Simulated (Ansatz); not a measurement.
Hf under a change: isotropic strain +5.08 %

The reference is Hf in the hcp (Mg type) structure (space group P6_3/mmc, No. 194; a = 3.159 Å, c = 5.000 Å).

It is then changed as follows: every lattice vector is stretched by 5.08 %; the atoms relax in the strained cell.

Computed with plane-wave PAW DFT at the PBEsol level (Ansatz, an electronic-structure program, 420 eV), spin-orbit coupling left out. Γ-centred 17×17×9 mesh, Fermi–Dirac width 0.05 eV.

| quantity | base | changed | shift |
|---|---|---|---|
| volume per atom | 21.61 Å³ | 25.07 Å³ | +3.46 Å³ |
| energy relative to the base (free energy F) | 0 meV/atom | +158 meV/atom | +158 meV/atom |
| pressure (mean of the normal stresses, compression positive) | 0.0 GPa | -13.1 GPa | -13.1 GPa |
| band gap | zero | zero | – |

Cost of the whole job for the changed cell (relaxation, final SCF and bands): very roughly 30 core-seconds.

Stability against distortions was not tested. All final runs are without spin polarisation.
